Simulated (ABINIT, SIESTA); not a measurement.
An ABINIT input for a self-consistent single point of Na₃Cd (Fm-3m, 4 atoms in the cell) (DFT, LDA (PW92), plane waves, PAW (JTH v2.0 LDA PAW)):

```
# Na3Cd, JTH v2.0 LDA PAW
pp_dirpath "./"
pseudos "Na.LDA_PW-JTH.xml, Cd.LDA_PW-JTH.xml"
acell 5.4818311790 5.4818311790 5.4818311790 Angstrom
rprim
         0.0000000000    0.7071067812    0.7071067812
         0.7071067812    0.0000000000    0.7071067812
         0.7071067812    0.7071067812    0.0000000000
natom 4
ntypat 2
znucl 11 48
typat 1 1 1 2
xcart
         3.6625159967    3.6625159967    3.6625159967
        10.9875479900   10.9875479900   10.9875479900
         7.3250319933    7.3250319933    7.3250319933
         0.0000000000    0.0000000000    0.0000000000
ecut 60 Ry
pawecutdg 120 Ry
pawxcdev 0
occopt 3
tsmear 0.00367493
nband 27
kptopt 1
ngkpt 10 10 10
nshiftk 1
shiftk 0 0 0
nstep 100
tolvrs 1.0e-12
prtwf 0
prtden 0
```

Question: Translate this input to SIESTA.

Answer: One input that does it (others would too):

```
# files in the folder: Na.psml Cd.psml (PseudoDojo LDA standard)
SystemName  Na3Cd
SystemLabel na3cd

NumberOfAtoms                4
NumberOfSpecies              2
%block ChemicalSpeciesLabel
  1 11 Na
  2 48 Cd
%endblock ChemicalSpeciesLabel
LatticeConstant              1.0 Bohr
%block LatticeVectors
     0.000000000    7.325031993    7.325031993
     7.325031993    0.000000000    7.325031993
     7.325031993    7.325031993    0.000000000
%endblock LatticeVectors
AtomicCoordinatesFormat      Ang
%block AtomicCoordinatesAndAtomicSpecies
     1.938120000    1.938120000    1.938120000  1
     5.814360000    5.814360000    5.814360000  1
     3.876240000    3.876240000    3.876240000  1
     0.000000000    0.000000000    0.000000000  2
%endblock AtomicCoordinatesAndAtomicSpecies

XC.functional                LDA
XC.authors                   PW92
PAO.BasisSize                DZP
PAO.EnergyShift              0.01 Ry
MeshCutoff                   400 Ry
%block kgrid.MonkhorstPack
   10   0   0  0.0
    0  10   0  0.0
    0   0  10  0.0
%endblock kgrid.MonkhorstPack
OccupationFunction           FD
ElectronicTemperature        100.0 meV

MaxSCFIterations             150
SCF.Mixer.Method             Pulay
SCF.Mixer.Weight             0.2
SCF.Mixer.History            8
SCF.DM.Tolerance             1.0E-04
Diag.ParallelOverK           true
WriteForces                  true
Charge.Mulliken              end
```

Basis, cutoffs, solver keys and any potentials are the target program's own. This input uses DFT, LDA PW92, numerical atomic orbitals DZP, PseudoDojo LDA standard norm-conserving potentials (rewritten from UPF to PSML). LDA parametrisations can differ slightly between programs. Both were run: pressure -1.64 GPa in ABINIT and -1.23 in SIESTA.

On SIESTA: the starting cell comes from a database of computed structures (which also holds hypothetical and non-ambient phases and stackings), without a prior relaxation at this level. Values carry the incompleteness of an atom-centred basis.

On ABINIT: the starting cell comes from a database of computed structures (which also holds hypothetical and non-ambient phases and stackings), without a prior relaxation at this level.
